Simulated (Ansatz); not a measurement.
Density of states of K3SiF7 (P4/mbm) above the conduction band minimum, PBEsol, rigid bands (Ansatz, a first-principles code); cell volume 324.8 Å³.

| energy from edge (eV) | 10⁻³ states/eV/cell |
|---|---|
| 0.006 | 71.4 |
| 0.031 | 160 |
| 0.056 | 218 |
| 0.081 | 261 |
| 0.106 | 305 |
| 0.131 | 339 |
| 0.156 | 372 |
| 0.181 | 405 |
| 0.206 | 434 |
| 0.231 | 460 |
| 0.256 | 489 |
| 0.281 | 518 |
| 0.319 | 555 |
| 0.344 | 586 |
| 0.369 | 611 |
| 0.394 | 637 |
| 0.419 | 658 |
| 0.444 | 685 |
| 0.469 | 712 |
| 0.494 | 735 |
| 0.519 | 758 |
| 0.544 | 786 |
| 0.569 | 806 |
| 0.594 | 832 |

Question: What effective density of states at 300 K does this give (∫ g(E) exp(−E/k_BT) dE, both spins, divided by the cell's size)?

Answer: 1.0e19 cm⁻³, a density-of-states mass of 0.56 mₑ, valleys and band degeneracy included.

Spin-orbit coupling is left out. Geometry: cell and atoms relaxed with PBEsol.

Computed structure with no diffraction record at hand here (it may be known, metastable or hypothetical): K3SiF7 (P4/mbm).
